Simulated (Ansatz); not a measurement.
Seebeck coefficient (μV/K, mean over directions) of n-type InP (F-43m) against carrier density, r2SCAN with spin-orbit coupling, rigid bands (Ansatz, an electronic-structure program). Computed gap 1.00 eV; densities at which minority carriers matter at this gap, or further valleys turn the trend, are left out. Conductivity mass 0.084 mₑ (harmonic mean over directions), N_c = 5.6e17 cm⁻³ at 300 K.

```
electron density  300 K  500 K
----------------  -----  -----
1e16 cm⁻³           [?]   -630
1e17 cm⁻³          -362    [?]
1e18 cm⁻³          -177   -241
3e18 cm⁻³          -107   -160
1e19 cm⁻³           -56    [?]
3e19 cm⁻³           -31    -53
1e20 cm⁻³           -18    -34
```

Problem. Some entries are withheld; supply them.

Solution. 
- 1e16 cm⁻³, 300 K: -559
- 1e17 cm⁻³, 500 K: -433
- 1e19 cm⁻³, 500 K: -91

Rigid bands with a gap fixed in temperature, one relaxation time for all states, no polarons or phonon drag, and whether or not such doping can be reached.
